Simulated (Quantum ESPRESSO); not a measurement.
Quantum ESPRESSO is run on InAsPd₅ (P4/mmm, 7 atoms in the cell), and the run fails. The aim is a self-consistent single point with DFT, PBEsol, plane waves, GBRV 1.5 ultrasoft (PBESOL) pseudopotentials.

Cell that was meant: a = 4.0538 Å, b = 4.0538 Å, c = 7.0997 Å, α = 90.00°, β = 90.00°, γ = 90.00°.

Part of the input:

```fortran
In   114.8180  in_pbesol_v1.4.uspp.F.UPF
As    74.9216  as_pbesol_v1.uspp.F.UPF
Pd   106.4200  pd_pbesol_v1.4.uspp.F.UPF
ATOMIC_POSITIONS cartesian
In    3.83029816    3.83029816    0.00000000
As    0.00000000    0.00000000    6.70827168
Pd    0.00000000    3.83029816    3.87349024
```

Output (repeated stretches shortened):

```
     This program is part of the open-source Quantum ESPRESSO suite
     for quantum simulation of materials; please cite

 %%%%%%%%%%%%%%%%%%%%%%%%%%%%%%%%%%%%%%%%%%%%%%%%%%%%%%%%%%%%%%%%%%%%%%%%%%%%%%
     Error in routine read_cards (1):
     unknown option for ATOMIC_POSITION: ATOMIC_POSITIONS CARTESIAN
 %%%%%%%%%%%%%%%%%%%%%%%%%%%%%%%%%%%%%%%%%%%%%%%%%%%%%%%%%%%%%%%%%%%%%%%%%%%%%%

     stopping ...
```

### Question
From the messages shown, name the fault and mend the input.

### Answer
The fault is a value that the program does not know. The key takes a closed list of words, and names differ between codes. To fix it, use one of the words that the key accepts. The program stopped before any SCF iteration.

An input that runs soundly differs in these lines (not the only fix; some lines may just follow from the change or write a value another way):
```diff
-ATOMIC_POSITIONS cartesian
+ATOMIC_POSITIONS bohr
```

With that input, the run converged in 14 iterations: free energy E − TS -15872.5979 eV; Fermi level (on the code's own zero) 15.45 eV; pressure -7.76 GPa; largest force (vector length) 0.060 eV/Å (DFT, PBEsol, plane waves, GBRV 1.5 ultrasoft (PBESOL) pseudopotentials).

On the sound input: the starting cell comes from a database of computed structures (which also holds hypothetical and non-ambient phases and stackings), without a prior relaxation at this level. Its lattice was rescaled by a random factor within 2.5 % of one. Spin polarisation is off. With a pressure of about -8 GPa the cell is away from its equilibrium volume at this level.
